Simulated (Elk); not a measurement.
```
GaN
1.0
    0.00000     2.24870     2.24870
    2.24870     0.00000     2.24870
    2.24870     2.24870     0.00000
Ga N
1 1
Direct
  0.00642   0.00642   0.00642
  0.25000   0.25000   0.25000
```

Method: Elk 10.2.4 with PBE, all-electron FP-LAPW, Elk's shipped species files, default APW+lo basis.

The set-up and first iterations of an Elk log for GaN (R3m, 2 atoms in the cell):

```
│ Elk code version 10.2.4 │

All units are atomic (Hartree, Bohr, etc.)

│ Ground-state run starting from atomic densities │

Lattice vectors :
   0.000000000       4.249427136       4.249427136
   4.249427136       0.000000000       4.249427136
   4.249427136       4.249427136       0.000000000

Unit cell volume      :    153.4691743
Brillouin zone volume :    1.616286884

Muffin-tin inner radius fraction :   0.1000000000E-01

Nuclei treated as point charges

Species :    1 (Ga)
 parameters loaded from : Ga.in
 name : gallium
 nuclear charge    :   -31.00000000
 electronic charge :    31.00000000
 atomic mass :    127097.2538
 muffin-tin radius :    1.920000000
 number of radial points in muffin-tin :    497
 atomic positions (lattice), magnetic fields (Cartesian) :
   1 :   0.00000000  0.00000000  0.00000000    0.00000000  0.00000000  0.00000000

Species :    2 (N)
 parameters loaded from : N.in
 name : nitrogen
   [... lines left out ...]
 using average radius
Maximum |G+k| for APW functions       :    4.166666667
Maximum (1/2)|G+k|²                   :    8.680555556
Maximum |G| for potential and density :    12.00000000
 potential will be trimmed for |G| > 2 gkmax
Constant for pseudocharge density :    6
Radial integration step length :    4

G-vector grid sizes :     24    24    24
Number of G-vectors :     4477

Maximum angular momentum used for
 APW functions                      :    8
 outer part of muffin-tin           :    6
 inner part of muffin-tin           :    1

Total nuclear charge    :   -38.00000000
Total core charge       :    20.00000000
Total valence charge    :    18.00000000
Total excess charge     :    0.000000000
Total electronic charge :    38.00000000

Effective Wigner radius, rₛ :   0.9879075781

Number of empty states         :    8
Total number of valence states :   17
Total number of core states    :   20

Total number of local-orbitals :   19

Exchange-correlation functional :     20     0     0
 Perdew-Burke-Ernzerhof, Phys. Rev. Lett. 77, 3865 (1996)
 gradient requirement :    1
 generalised gradient approximation (GGA)

Smearing type :    3
 Fermi-Dirac
Smearing width :   0.7349860000E-03
Effective electronic temperature (K) :    232.0902224

Mixing type :    3
 Broyden mixing, J. Phys. A: Math. Gen. 17, L317 (1984)

Kohn-Sham potential initialised from atomic data
│ Self-consistent loop started │
│ Loop number : 1 │
 total energy                :     -1999.93660122
│ Loop number : 2 │
 total energy                :     -1999.99048364
RMS change in Kohn-Sham potential (target) :    1.888562554     (  0.3700000000E-15)
Absolute change in total energy (target)   :   0.5388241632E-01 (  0.3700000000E-13)
│ Loop number : 3 │
 total energy                :     -1999.86034528
RMS change in Kohn-Sham potential (target) :    1.848777145     (  0.3700000000E-15)
Absolute change in total energy (target)   :   0.1166677594     (  0.3700000000E-13)
│ Loop number : 4 │
 total energy                :     -1999.47758984
RMS change in Kohn-Sham potential (target) :   0.8414283711     (  0.3700000000E-15)
Absolute change in total energy (target)   :   0.4119223727     (  0.3700000000E-13)
│ Loop number : 5 │
 total energy                :     -1999.05568395
RMS change in Kohn-Sham potential (target) :   0.2559695370     (  0.3700000000E-15)
Absolute change in total energy (target)   :   0.5248864840     (  0.3700000000E-13)
│ Loop number : 6 │
 total energy                :     -1998.99218384
RMS change in Kohn-Sham potential (target) :   0.5779591220E-01 (  0.3700000000E-15)
Absolute change in total energy (target)   :   0.1947217314     (  0.3700000000E-13)
│ Loop number : 7 │
 total energy                :     -1998.98545512
RMS change in Kohn-Sham potential (target) :   0.1224442343E-01 (  0.3700000000E-15)
   [... lines left out ...]
```

Problem. Will this run converge, and how will it end?

Solution. The run ended unconverged after 100 iterations. It gives no final result for the task that was set. The log goes on:

```
 total energy                :     -1998.99615497
RMS change in Kohn-Sham potential (target) :   0.2935346893E-08 (  0.3700000000E-15)
   [... lines left out ...]
RMS change in Kohn-Sham potential (target) :   0.4254983390E-08 (  0.3700000000E-15)
Absolute change in total energy (target)   :   0.5405581760E-08 (  0.3700000000E-13)
│ Loop number : 98 │
 total energy                :     -1998.99615498
RMS change in Kohn-Sham potential (target) :   0.2983436725E-08 (  0.3700000000E-15)
Absolute change in total energy (target)   :   0.4308731150E-08 (  0.3700000000E-13)
│ Loop number : 99 │
 total energy                :     -1998.99615498
RMS change in Kohn-Sham potential (target) :   0.4305607866E-08 (  0.3700000000E-15)
Absolute change in total energy (target)   :   0.3276909410E-08 (  0.3700000000E-13)
│ Loop number : 100 │
Reached self-consistent loops maximum

Energies :
 Fermi                       :     0.265491455248
 total energy                :     -1998.99615497

Density of states at Fermi energy :   0.1360562193E-06
 (states/Hartree/unit cell)

Estimated indirect band gap :   0.6087571003E-01
 from k-point      1 to k-point      1
Estimated direct band gap   :   0.6087571003E-01
 at k-point      1

Charges :
 core                        :    20.00000000
 valence                     :    18.00000000
 interstitial                :    3.878194735
 muffin-tins (core leakage)
  species :    1 (Ga)
   atom    1                 :    28.68690096     (  0.9435252755E-02)
  species :    2 (N)
   atom    1                 :    5.434904310     (  0.8005747460E-05)
 total in muffin-tins        :    34.12180527
 total calculated charge     :    37.98616134
 total charge                :    38.00000000
 error                       :   0.1383865746E-01

│ Self-consistent loop stopped │
```

The starting cell has typed, rounded lattice constants, without a prior relaxation at this level. Its lattice was rescaled by up to half a per cent. One atom was moved a little off its site on purpose. Values depend on the basis (sphere radii, cutoffs, local orbitals), which need not be converged.

The run was DFT, PBE, all-electron FP-LAPW, Elk's shipped species files, default APW+lo basis. Main settings of its input:

```
setting           value
-------  --------------
xctype               20
swidth   0.000734986 Ha
ngridk            4 4 4
rmtscf              0.8
epspot       3.7e-16 Ha
epsengy      3.7e-14 Ha
maxscl              100
```
